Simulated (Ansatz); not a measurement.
An Ansatz (a quantum-chemistry and plane-wave program) input (PBE (Ansatz, PAW, no spin-orbit coupling), earlier PAW set):

Ansatz 0.2 input:
```yaml
crystal:
  lattice:
    - [0, 2.1233676372, 2.1233676372]
    - [2.1233676372, 0, 2.1233676372]
    - [2.1233676372, 2.1233676372, 0]
  atoms:
    - { symbol: N, position: [0, 0, 0] }
    - { symbol: Ti, position: [0.5, 0.5, 0.5] }
basis: { ecutwfc: 420, ecutrho_ratio: 4, xc_grid: 2, fft_grid_basis: typed }
kpoints: { mp_grid: { grid: [19, 19, 19] } }
hamiltonian:
  xc: pbe
  dispersion: none
  pseudopotentials: { azcp: { folder: ./paw }, kind: paw }
scf: { occupations: { method: fermi_dirac, width: 0.05 }, convergence: { dr2_threshold: 0.0000000002 } }
output: { forces: true, stress: true }
checkpoint: { write: state.ck, write_every: 1000 }
```

Problem. Which symmetry and how many k-points will the program report, and about how many plane waves at Γ?

Solution. Space group Fm-3m (ITA 225) with 48 operations, k-points 220 of 6859, and 339 plane waves at Γ.

No phonon test of stability was made. All final runs are without spin polarisation. An odd electron count without spin: TiN. The cell is TiN in the rock salt structure (space group Fm-3m, No. 225).
